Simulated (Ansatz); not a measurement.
# How far PBE and r2SCAN part for WSi2, biaxial strain −3.80 %, plane normal [001], relaxed out of plane

Base system: WSi₂ (space group I4/mmm, No. 139; a = 3.229 Å, c = 7.870 Å; relaxed with 0.1 eV smearing). Axes: x, y, z lie along a, b, c of the conventional cell.

(Cell as relaxed with PBE.)

Levels (all Ansatz, a first-principles code, PAW): PBE (420 eV, no SOC); r2SCAN (500 eV, no spin-orbit coupling).

Each level relaxes its own structure.

| base | PBE | r2SCAN |
|---|---|---|
| volume per atom | 13.67 Å³ | 13.42 Å³ |
| lattice parameter a | 6.102 bohr | 6.069 bohr |
| band gap | zero | zero |

Now apply this change: compressive biaxial strain of 3.80 % in the plane normal to [001], as in epitaxy on a mismatched substrate; the out-of-plane cell vector and the atoms relax.

```json
[
 {"quantity": "out-of-plane strain", "PBE": "+1.69 %", "r2SCAN": "___"},
 {"quantity": "pressure (mean of the normal stresses, compression positive)", "PBE": "14.5 GPa", "r2SCAN": "___"}
]
```

Predict the r2SCAN column.


- out-of-plane strain, r2SCAN: +1.58 %
- pressure (mean of the normal stresses, compression positive), r2SCAN: 15.6 GPa

PBE's out-of-plane strain lies 0.11 % above r2SCAN's; PBE's pressure lies 1.1 GPa below r2SCAN's. Neither level is exact; r2SCAN is the comparison here, not a measurement.

Stability against distortions was not tested. All final runs are without spin polarisation.
